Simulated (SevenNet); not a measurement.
# CsCl-type FeAl

Method: the machine-learned potential SevenNet-l3i5 (trained on PBE and PBE+U data).

Cell (relaxed at this level):

FeAl has the cubic space group Pm-3m (No. 221), the CsCl type structure, Pearson symbol cP2. Lattice parameters: a = 2.871 Å, b = 2.871 Å, c = 2.871 Å, α = 90.00°, β = 90.00°, γ = 90.00°. Al on 1b has 8 Fe at 2.486 Å and 6 Al at 2.871 Å. Fe on 1a is coordinated by 8 Al at 2.486 Å and 6 Fe at 2.871 Å. (Neighbours: up to the widest gap in distance over summed covalent radii, below 1.35, at either atom.)

```
Quantity                             Value
---------------------------  -------------
lattice parameter a                2.871 Å
equilibrium volume per atom  11.83 Å³/atom
```

Measured, for comparison: lattice constant a 2.910 Å, equilibrium volume per atom 12.32 Å³/atom (room temperature, no zero-point or thermal correction; as tabulated in Liu et al. (2023), doi:10.1107/s2414314623010659). Computed (rounded) less measured: lattice constant a -1.3 %, equilibrium volume per atom -4.0 %. A static lattice is as a rule a little smaller and stiffer than an uncorrected measurement, which narrows the difference in the lattice constant a and would widen misses of the other sign.

A machine-learned potential is trained on density-functional data: it inherits that level's misses and adds fitting errors of its own.
